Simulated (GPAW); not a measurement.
GPAW is run on Na₂CdSn (P6_3/mmc, 8 atoms in the cell), and the run fails. The aim is a self-consistent single point with DFT PBEsol, real-space grid, GPAW PAW datasets PBEsol (made by gpaw-setup).

Cell that was meant: a = 4.9853 Å, b = 4.9853 Å, c = 10.0425 Å, α = 90.00°, β = 90.00°, γ = 120.00°.

Part of the input:

```python
            xc='PBEsol',
            kpts=(6, 6, 2),
            occupations={'name': 'marzari-vanderbilt', 'width': 0.05},
            nbands=38,
            convergence={'forces': 0.001},
            symmetry={'symmorphic': False, 'tolerance': 0.0005},
            maxiter=150)
```

Output (repeated stretches shortened):

```
Input parameters:
  convergence: {forces: 0.001}
  h: 0.18
  kpts: [6 6 2]
  maxiter: 150
  mode: fd
  nbands: 38
  occupations: {name: marzari-vanderbilt,
                width: 0.05}
  symmetry: {symmorphic: False,
             tolerance: 0.0005}
  xc: PBEsol

species:
  Na:
    name: Sodium
    Z: 11.0
    valence: 7
    core: 4
    charge: 0.0
    file: Na.PBEsol.gz

    # Using partial waves for Na as LCAO basis

  Cd:
    name: Cadmium
    Z: 48.0
    valence: 12
    core: 36
    charge: 0.0
    file: Cd.PBEsol.gz

    # Using partial waves for Cd as LCAO basis

  Sn:
    name: Tin
    Z: 50.0
    valence: 14
    core: 36
    charge: 0.0
    file: Sn.PBEsol.gz

    # Using partial waves for Sn as LCAO basis

Reference energy: -657708.357473  # eV

Spin-paired calculation

Traceback (most recent call last):
   [... frames left out ...]
ValueError: Too few bands!  Electrons: 80.000000, bands: 38
```

Read the log: what does the program object to, and what is the fix?

The fault is too few bands; here the program stops on it instead of giving results. To fix it, raise the band count or leave it to the default. The program stopped before any SCF iteration.

The sound input it was made from differs as follows (other fixes are possible):
```diff
-            nbands=38,
+            nbands=-14,
```

With that input, the run converged in 30 iterations: free energy E − TS (from the program's reference atoms) -19.2886 eV; largest force (vector length) 0.009 eV/Å (DFT PBEsol, real-space grid, GPAW PAW datasets PBEsol (made by gpaw-setup)).

On the sound input: the starting cell comes from a database of computed structures (which also holds hypothetical and non-ambient phases and stackings), without a prior relaxation at this level.
